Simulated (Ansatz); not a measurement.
The reference is BN in the zinc blende structure (space group F-43m, No. 216).

```yaml
crystal:
  lattice:
    - [0.00000, 1.81234, 1.81234]
    - [1.81234, 0.00000, 1.81234]
    - [1.81234, 1.81234, 0.00000]
  atoms:
    - { symbol: N, position: [0.75000, 0.75000, 0.75000] }
    - { symbol: B, position: [0.00000, 0.00000, 0.00000] }
```

The values are results of Ansatz (a program for electronic structure) PBE, scalar-relativistic without spin-orbit coupling, not measurements.

Before the change:

| Property | Result |
|---|---|
| Lattice parameter a | 3.625 Å |
| Band gap | 4.46 eV |
| Electron mass | 0.91 mₑ along k, 0.30 mₑ across (at X) |

The change: a hydrostatic pressure of 30 GPa.

**Question.** Estimate the effect on the lattice parameter a.

**Answer.** The lattice parameter a shrinks by 0.085 Å, from 3.625 Å to 3.540 Å.

**Question.** Predict the new band gap.

**Answer.** The band gap increases by 0.07 eV (4.46 eV → 4.53 eV).

**Question.** Estimate the effect on the electron mass.

**Answer.** The electron mass goes from 0.91 mₑ along k, 0.30 mₑ across (at X) to 0.89 mₑ along k, 0.30 mₑ across (at X).

Load acts through the strain it causes; cell and atoms are relaxed under it. Masses are band curvatures over ±0.01 Å⁻¹ around the edge. Along k means along the line from Γ to the band edge. Stability against distortions was not tested. Competing high-pressure phases were not computed.
